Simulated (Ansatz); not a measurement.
**B2CO (model structure, I-42d, No. 122, 8 atoms in the cell)**

Calculation: LDA (Ansatz, a program for electronic structure, plane waves, PAW).

Numerical settings: plane-wave cutoff 520 eV, 12×12×12 k mesh, Fermi–Dirac smearing 0.01 eV, scalar-relativistic PAW data made under PBE.

Cell (relaxed at this level):

```
CELL_PARAMETERS angstrom
     -1.83463     1.83463     3.69650
      1.83463    -1.83463     3.69650
      1.83463     1.83463    -3.69650
ATOMIC_POSITIONS crystal
  C  0.00000 0.00000 0.00000
  C  0.75000 0.25000 0.50000
  O  0.50000 0.50000 0.00000
  O  0.25000 0.75000 0.50000
  B  0.37500 0.35742 0.48242
  B  0.87500 0.89258 0.51758
  B  0.64258 0.12500 0.01758
  B  0.10742 0.62500 0.98242
```

```
Property                                                 Result
-------------------------------------------  ------------------
band gap                                     2.87 eV (indirect)
smallest direct gap on the k points sampled             3.63 eV
```

Note: the relaxation could raise the start's symmetry but not lower it, so the cell can be a saddle point.

The computed numbers hold no vibrational or temperature effects.

The result took roughly 30 core-seconds.

A model structure was made by putting elements into a prototype or built by hand; it is no filed structure, need not be a known phase, and can be a saddle point held by its symmetry.
